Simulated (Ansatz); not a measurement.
## A computed series for ZrB2: response to strain

Base system: ZrB2 (space group P6/mmm, No. 191; a = 3.155 Å, c = 3.506 Å; relaxed with 0.1 eV smearing). Axes: x lies along a and z along c of the hexagonal cell.

Strains are applied to the cell and any free atomic positions relax; under biaxial strain the out-of-plane vector relaxes too.

All numbers come from PBEsol (Ansatz, an electronic-structure program; PAW; 420 eV plane waves; no SOC).

Candidates:
(a) biaxial strain +1.50 %, plane normal [001], relaxed out of plane
(b) biaxial strain −0.50 %, plane normal [001], relaxed out of plane
(c) biaxial strain −2.50 %, plane normal [001], relaxed out of plane
(d) biaxial strain +2.50 %, plane normal [001], relaxed out of plane
(e) biaxial strain −1.00 %, plane normal [001], relaxed out of plane

Question: Order them by out-of-plane strain, highest first.

Answer: (c) biaxial strain −2.50 %, plane normal [001], relaxed out of plane (+1.47 %), (e) biaxial strain −1.00 %, plane normal [001], relaxed out of plane (+0.57 %), (b) biaxial strain −0.50 %, plane normal [001], relaxed out of plane (+0.28 %), (a) biaxial strain +1.50 %, plane normal [001], relaxed out of plane (-0.84 %), (d) biaxial strain +2.50 %, plane normal [001], relaxed out of plane (-1.39 %)

Whether these cells are dynamically stable was not tested. All final runs are without spin polarisation.
